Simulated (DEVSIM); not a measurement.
Structure: abrupt Si n-p junction, at 300 K.

Layer 1 from the left is Si, thickness (μm) 25.0, Nd (cm⁻³) 3e16, τn (s) 3e-5, τp (s) 3e-5. Layer 2 from the left is Si, thickness (μm) 1.20, Na (cm⁻³) 1.7e15, τn (s) 3e-5, τp (s) 3e-5.

Left contact: ohmic. Right contact: ohmic. Voltage is applied to the left contact. Recombination: SRH at mid-gap, radiative, Auger. Gap narrowing is on: ΔEg = 6.92 meV × (l + √(l² + 0.5)), l = ln(N/1.3e17 cm⁻³), shared equally by both band edges. Mobility is constant in doping.

Constants are typed, rounded textbook-type inputs, not results; the design itself was drawn at random and stands for no fabricated device. Values at 300 K.

Si: gap (eV) 1.124, affinity (eV) 4.05, permittivity 11.7, Nc (cm⁻³) 2.86e19, Nv (cm⁻³) 3.1e19, μn (cm²/Vs) 1417, μp (cm²/Vs) 470, B (cm³/s) 4.7e-15, Cn (cm⁶/s) 2.8e-31, Cp (cm⁶/s) 9.9e-32.

Simulated with DEVSIM: 1D drift-diffusion, Boltzmann statistics, complete ionisation; no tunnelling, impact ionisation, image-force lowering or self-heating.

Problem. What does the simulation give for the dark forward voltage at 100 A/cm², the largest field in the device at zero bias, the dark forward voltage at 1 A/cm², the potential step across the device at zero bias?

Solution. dark forward voltage at 100 A/cm² 0.670 V; largest field in the device at zero bias 18000 V/cm; dark forward voltage at 1 A/cm² 0.497 V; potential step across the device at zero bias 0.692 V.
